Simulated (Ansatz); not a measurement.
Start from Si in the diamond structure (space group Fd-3m, No. 227; a = 5.4443 Å).

All numbers come from r2SCAN (Ansatz, a quantum-chemistry and plane-wave program, PAW, spin-orbit coupling left out).

For the base:

| Quantity | Result |
|---|---|
| Hole mass | 0.17, 0.25, 0.25 mₑ (at Γ) |
| Band gap | 0.78 eV |
| Pressure | 0.00 GPa |
| Smallest direct gap | 2.74 eV |

The change: every lattice vector is shortened by 2.50 %, atoms relaxed at fixed cell.

### Question
What does the calculation give for the hole mass, band gap, pressure, smallest direct gap and energy relative to the base after the change?

### Answer
The hole mass (degenerate bands, along [100]) goes from 0.17, 0.25, 0.25 mₑ (at Γ) to 0.20, 0.24, 0.24 mₑ (at Γ); the band gap drops by 0.15 eV to 0.63 eV; the pressure goes from zero to 8.62 GPa; the smallest direct gap grows by 0.03 eV, from 2.74 eV to 2.77 eV; the energy rises by 37 meV/atom.

The cells carry an imposed strain or load. Masses are band curvatures over ±0.01 Å⁻¹ around the edge. Whether these cells are dynamically stable was not tested.
